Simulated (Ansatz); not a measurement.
We consider Os (model structure, started from the diamond type, Fd-3m, No. 227, 2 atoms in the cell), described by PBE in Ansatz (PAW).

Run with plane-wave cutoff 520 eV, 18×18×18 k mesh, Fermi–Dirac smearing 0.05 eV, no spin polarisation, scalar-relativistic PAW data made under PBE.

Cell (relaxed at this level):

```
Os
1.0
    0.00000     2.77782     2.77782
    2.77782     0.00000     2.77782
    2.77782     2.77782     0.00000
Os
2
Direct
  0.25000   0.25000   0.25000
  0.00000   0.00000   0.00000
```

**Question.** Predict the bulk modulus.

**Answer.** 
bulk modulus: 206 GPa

Note: the run has no spin polarisation, so it can have missed a magnetic state; the bulk modulus is −V dP/dV from two relaxed cells at ±2 % in volume; the relaxation could raise the start's symmetry but not lower it, so the cell can be a saddle point.

Spin–orbit coupling is not included.

Cost on a shared machine: around 80 core-seconds (rough).

A model structure was made by putting elements into a prototype or built by hand; it is no filed structure, need not be a known phase, and can be a saddle point held by its symmetry.

Ansatz is a quantum-chemistry and plane-wave program.
